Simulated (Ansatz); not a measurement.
C11b MoSi₂, treated with PBEsol-D3(BJ) (Ansatz, a quantum-chemistry and plane-wave program, plane waves, PAW).

Run with plane-wave cutoff 520 eV, 24×24×24 k mesh, Fermi–Dirac smearing 0.05 eV, no spin polarisation, scalar-relativistic PAW data made under PBE.

Properties against volume:

Shape and atoms are relaxed at each volume.

```
V (Å³/atom)  P (GPa)  c (Å)  a (Å)
-----------  -------  -----  -----
12.362         10.47  7.665  3.111
12.620          4.96  7.710  3.134
12.877          0.00  7.755  3.156
13.135         -4.45  7.799  3.179
13.392         -8.45  7.843  3.201
```

Note: the bulk modulus comes from volumes at which shape and atoms were relaxed.
